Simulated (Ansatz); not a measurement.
**CaTiO3, response to strain**

The parent structure is CaTiO3 in the cubic perovskite structure (space group Pm-3m, No. 221; a = 3.8414 Å; a model cell). Axes: x, y, z lie along the cube axes.

Strains are applied to the cell and any free atomic positions relax; under biaxial strain the out-of-plane vector relaxes too; under stress the whole cell relaxes.

All numbers come from PBEsol, PAW, 420 eV (Ansatz, a quantum-chemistry and plane-wave program; spin-orbit coupling left out), earlier PAW set.

Notes on the quantities. energy relative to the base: free energy F.

```csv
case,volume per atom,gap character,band gap,energy relative to the base
base,11.34 Å³,"indirect, R → Γ",1.89 eV,0 meV/atom
"biaxial strain −0.79 %, plane normal [001], relaxed out of plane",11.21 Å³,"indirect, A → Γ",1.88 eV,+1.9 meV/atom
isotropic strain +1.42 %,11.83 Å³,"indirect, R → Γ",1.82 eV,+12 meV/atom
uniaxial strain ε_xx = +0.82 %,11.43 Å³,"indirect, A → Γ",1.86 eV,+0.8 meV/atom
uniaxial strain ε_xx = +2.07 %,11.57 Å³,"indirect, A → Γ",1.81 eV,+5.2 meV/atom
uniaxial strain ε_zz = −1.11 %,11.21 Å³,"indirect, A → Γ",1.89 eV,+1.7 meV/atom
"uniaxial stress, 5 GPa tension along x",11.45 Å³,"indirect, A → Γ",1.83 eV,+3.0 meV/atom
"uniaxial stress, 1 GPa compression along x",11.32 Å³,"indirect, A → Γ",1.89 eV,+0.1 meV/atom
```

Stability under load was not tested beyond the relaxation. All final runs are without spin polarisation. Many cubic perovskites are stable only at high temperature; tilts and polar distortions were not tested. Labels are those of the standard path for the cell's own space group.
